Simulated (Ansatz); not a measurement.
LaZrNO2 (model structure, started from the LaTiNO2 type, I2₁2₁2₁, No. 24, 10 atoms in the cell) was calculated with PBEsol in Ansatz (PAW).

Settings: plane-wave cutoff 520 eV, 8×8×8 k mesh, Fermi–Dirac smearing 0.01 eV, scalar-relativistic PAW data made under PBE.

Cell (relaxed with PBEsol):

```xyz
10
Lattice="-2.9241 2.9262 4.0576 2.9241 -2.9262 4.0576 2.9241 2.9262 -4.0576" Properties=species:S:1:pos:R:3 pbc="T T T"
La     1.4621     2.7965     4.0576
La     1.4621     3.0560     0.0000
Zr     1.5498     0.0000     2.0288
Zr     1.3743     0.0000     6.0865
N      0.0000     1.4631     5.5555
N      2.9241     1.4631     2.5598
O      1.4621    -0.6493     4.0576
O      1.4621     0.6493     0.0000
O      0.0000     4.3894     1.5319
O      0.0000     1.4631     2.5258
```

### Question
Estimate the band gap, smallest direct gap on the k points sampled and direct gap at Γ that the calculation returns.

### Answer

band gap: 2.21 eV
smallest direct gap on the k points sampled: 2.39 eV
direct gap at Γ: 2.59 eV

Note: the relaxation could raise the start's symmetry but not lower it, so the cell can be a saddle point.

Spin–orbit coupling is not included.

A model structure was made by putting elements into a prototype or built by hand; it is no filed structure, need not be a known phase, and can be a saddle point held by its symmetry.

Ansatz is an electronic-structure program.
